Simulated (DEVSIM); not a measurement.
Structure: illuminated Si n-on-p cell, one wavelength, with a back-surface field, at 300 K.

| layer (left to right) | material | thickness (μm) | Nd (cm⁻³) | Na (cm⁻³) | τn (s) | τp (s) | absorption coefficient (cm⁻¹) |
|---|---|---|---|---|---|---|---|
| 1 | Si | 0.220 | 1.5e18 | - | 6.7e-8 | 2.9e-8 | 99000 |
| 2 | Si | 58.0 | - | 9.7e16 | 2.1e-6 | 2.1e-6 | 99000 |
| 3 | Si | 0.230 | - | 3.7e18 | 2.1e-6 | 2.1e-6 | 99000 |

Left contact: ohmic, minority hole recombination velocity 5000 cm/s. Right contact: ohmic, minority electron recombination velocity 1e5 cm/s. Voltage is applied to the left contact. Recombination: SRH at mid-gap, radiative, Auger. Light enters at the left, 2.1e17 photons cm⁻² s⁻¹, one pass, no reflection. Mobility is μmin + (μ − μmin)/(1 + (N/Nref)^α).

This is a model device: material constants are rounded textbook-type values typed into the input, and sizes, dopings and lifetimes were drawn at random. Values at 300 K; Nc and Nv go as T^1.5, mobilities as T to minus their exponent, the gap by Varshni's rule with the affinity fixed.

```csv
parameter,Si
gap (eV),1.124
affinity (eV),4.05
permittivity,11.7
Nc (cm⁻³),2.86e19
Nv (cm⁻³),3.1e19
μn (cm²/Vs),1417
μp (cm²/Vs),470
"μn,min",52
"μp,min",45
"Nref,n",9.7e16
"Nref,p",2.2e17
αn,0.68
αp,0.72
T exponent of μn,2.3
T exponent of μp,2.2
B (cm³/s),4.7e-15
Cn (cm⁶/s),2.8e-31
Cp (cm⁶/s),9.9e-32
Varshni α (eV/K),0.000473
Varshni β (K),636
```

DEVSIM, 1D drift-diffusion, Boltzmann statistics, complete ionisation; no tunnelling, impact ionisation, image-force lowering or self-heating.

Base results: largest power (mW/cm²) 17.5; potential step across the device at zero bias (V) 0.993; open-circuit voltage (V) 0.639; dark forward voltage at 100 A/cm² (V) 0.877.

**Question.** What follows from this one change: thickness of layer 2 58 → 99 μm?

**Answer.** largest power little changed (17.5 mW/cm²); potential step across the device at zero bias little changed (0.993 V); open-circuit voltage little changed (0.638 V); dark forward voltage at 100 A/cm² 0.877 → 0.898 V.

**Question.** What follows from this one change: temperature 300 → 350 K?

**Answer.** largest power 17.5 → 13.8 mW/cm²; potential step across the device at zero bias 0.993 → 0.944 V; open-circuit voltage 0.639 → 0.533 V; dark forward voltage at 100 A/cm² 0.877 → 0.815 V.

**Question.** What follows from this one change: recombination velocity at the left contact 5000 → 1e+06 cm/s?

**Answer.** largest power 17.5 → 8.01 mW/cm²; potential step across the device at zero bias little changed (0.993 V); open-circuit voltage 0.639 → 0.588 V; dark forward voltage at 100 A/cm² 0.877 → 0.866 V.

**Question.** What follows from this one change: constant mobility in place of the doping-dependent one?

**Answer.** largest power little changed (17.6 mW/cm²); potential step across the device at zero bias little changed (0.993 V); open-circuit voltage 0.639 → 0.633 V; dark forward voltage at 100 A/cm² 0.877 → 0.860 V.
